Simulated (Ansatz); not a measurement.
**Effect of biaxial strain −2.62 %, plane normal [001], relaxed out of plane on Ru**

Take Ru in the hcp (Mg type) structure (space group P6_3/mmc, No. 194; a = 2.706 Å, c = 4.265 Å; relaxed with 0.1 eV smearing) as the base. Axes: x lies along a and z along c of the hexagonal cell.

One thing is altered: biaxial strain −2.62 %, plane normal [001], relaxed out of plane (Cartesian); in-plane vectors clamped, the third vector and the atoms free.

The values are results of Ansatz (an electronic-structure program), r2SCAN, PAW, cutoff 500 eV, spin-orbit coupling left out, earlier PAW set, not measurements. Γ-centred 24×24×14 mesh, Fermi–Dirac width 0.1 eV.

* **Space group**: P6_3/mmc (No. 194) (base P6_3/mmc (No. 194))
* **Shortest interatomic distance**: 2.635 Å (base 2.643 Å)
* **Pressure (mean of the normal stresses, compression positive)**: 14.3 GPa (base 0.0 GPa)
* **Band gap**: zero (base zero)
* **Out-of-plane strain**: +1.46 %
* **Ratio −ε⊥/ε∥**: 0.56
* **Mean in-plane stress (compression positive)**: +21.5 GPa

Final structure (turned so that z lies along the plane normal):

```yaml
crystal:
  lattice:
    - [2.63463, 0.00000, 0.00000]
    - [1.31732, 2.28166, 0.00000]
    - [0.00000, 0.00000, 4.32719]
  atoms:
    - { symbol: Ru, position: [0.33333, 0.33333, 0.75000] }
    - { symbol: Ru, position: [0.66667, 0.66667, 0.25000] }
```

No phonon test of stability was made. All final runs are without spin polarisation.
